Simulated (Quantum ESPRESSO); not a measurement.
Quantum ESPRESSO run on MgNi2S4 (Cm, 7 atoms in the cell): self-consistent single point.

Computed with PBEsol, GBRV 1.5 ultrasoft (PBESOL) pseudopotentials (plane waves; Quantum ESPRESSO 7.5).

```
CELL_PARAMETERS angstrom
      2.92684    -1.68594     0.00000
      2.92684     1.68594     0.00000
     -0.02524     0.00000    11.39554
ATOMIC_POSITIONS crystal
  Mg 0.99945 0.99945 0.00000
  Ni 0.33224 0.33224 0.28252
  Ni 0.66935 0.66935 0.71739
  S  0.66694 0.66694 0.14167
  S  0.66579 0.66579 0.38331
  S  0.33499 0.33499 0.61656
  S  0.33124 0.33124 0.85855
```

Reference input (self-consistent single point, DFT, PBEsol, plane waves, GBRV 1.5 ultrasoft (PBESOL) pseudopotentials): ecutwfc = 50 Ry; ecutrho = 400 Ry; occupations = smearing; smearing = gauss; degauss = 0.0073499 Ry; K_POINTS = automatic 6 6 2 0 0 0; conv_thr = 1e-10 Ry. This run's input differs from it in these lines:

```diff
@@ -14,3 +14,3 @@
  ecutwfc = 50
- ecutrho = 400
+ ecutrho = 100
  occupations = 'smearing'
```

The program printed (abridged):

```
     Self-consistent Calculation

     iteration #  1     ecut=    50.00 Ry     beta= 0.70

---- Real-time Memory Report at c_bands before calling an iterative solver
           143 MiB given to the printing process from OS
           109 MiB allocation reported by mallinfo(arena+hblkhd)
------------------

     total energy              =    -838.61984726 Ry
     estimated scf accuracy    <      90.83690255 Ry

     iteration #  2     ecut=    50.00 Ry     beta= 0.70

---- Real-time Memory Report at c_bands before calling an iterative solver
           182 MiB given to the printing process from OS
   [... lines left out ...]
           188 MiB given to the printing process from OS
           121 MiB allocation reported by mallinfo(arena+hblkhd)
------------------

     negative rho (up, down):  7.862E-04 0.000E+00

     total energy              =    -907.53680142 Ry
     estimated scf accuracy    <          5.7E-09 Ry

     iteration # 24     ecut=    50.00 Ry     beta= 0.70

---- Real-time Memory Report at c_bands before calling an iterative solver
           188 MiB given to the printing process from OS
           121 MiB allocation reported by mallinfo(arena+hblkhd)
------------------

     negative rho (up, down):  7.861E-04 0.000E+00
     End of self-consistent calculation

     the Fermi energy is     9.2301 ev

!    total energy              =    -907.53680142 Ry
     estimated scf accuracy    <          5.0E-11 Ry
     smearing contrib. (-TS)   =      -0.00130070 Ry
     internal energy E=F+TS    =    -907.53550072 Ry

     convergence has been achieved in  24 iterations

     negative rho (up, down):  7.861E-04 0.000E+00

     Forces acting on atoms (cartesian axes, Ry/au):

     atom    1 type  1   force =    -0.00008290    0.00000000    0.00001849
     atom    2 type  2   force =    -0.00123334    0.00000000    0.00999882
     atom    3 type  2   force =     0.00121077    0.00000000   -0.01024119
     atom    4 type  3   force =     0.00067556    0.00000000    0.00132468
     atom    5 type  3   force =     0.00031460    0.00000000   -0.01159607
   [... lines left out ...]
     Total force =     0.022180     Total SCF correction =     0.000018
   [... lines left out ...]

     negative rho (up, down):  7.861E-04 0.000E+00
          total   stress  (Ry/bohr**3)                   (kbar)     P=        9.77
   0.00007579   0.00000000  -0.00000939           11.15        0.00       -1.38
   0.00000000   0.00007850   0.00000000            0.00       11.55        0.00
  -0.00000939   0.00000000   0.00004503           -1.38        0.00        6.62

   JOB DONE.
```

The run converged in 24 iterations. Against the reference run the free energy falls by 75.9 meV/atom, the pressure goes from -3.65 to 0.98 GPa and the largest force goes from 0.143 to 0.308 eV/Å.

The starting cell comes from a database of computed structures (which also holds hypothetical and non-ambient phases and stackings), without a prior relaxation at this level. Its lattice was rescaled by a random factor within 2.5 % of one. Spin polarisation is off, so a magnetic state, if there is one, cannot be reached.

Cost on one core of a shared machine: roughly 2 min.
